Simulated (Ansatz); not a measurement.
Cost and result by functional for the surface energy of the (11-21) surface of beta Si3N4 in its 1x1 cell (cut with top plane 2 Si, bottom plane 2 Si), outermost plane spacing 0.19 Å in the ideal cut (in the relaxation 2 N–Si, 2 Si–Si bonds formed; N ended outermost), in Ansatz (plane waves, PAW). Single points on the PBE structure, on one kind of machine; costs are rough ratios of the slab run's core time (references not counted) to the cheapest single point. r2SCAN's cost holds its higher cutoff (500 against 420 eV). Differences are taken against HSE06 for comparison alone: no measured value is at hand, so the table doesn't rank accuracy. HSE06 ran on a coarser k-mesh, which lowers its cost and carries part of its shift.

Slab: 70 atoms, N40Si30, 11.1 Å thick at the start; k 4x4x1, smearing 0.025 eV, dipole-corrected; all atoms relaxed; symmetry of the start imposed; no spin, no spin-orbit, no U. These notes are the PBE run's.

| functional | relative cost | surface energy (J/m²) | less HSE06 (J/m²) |
|---|---|---|---|
| LDA | 1 | 3.06 | 0.06 |
| PBEsol | 1 | 2.89 | -0.11 |
| RPBE | 1 | 2.56 | -0.44 |
| r2SCAN | 2 | 3.03 | 0.03 |
| HSE06 | 20 | 3.00 | 0.00 |
| PBE (the relaxed run's value) | – | 2.73 | -0.27 |

The values span 0.51 J/m², while the single points' costs differ by a factor of roughly 20. Differences are of unrounded values.

Ansatz is an electronic-structure program.
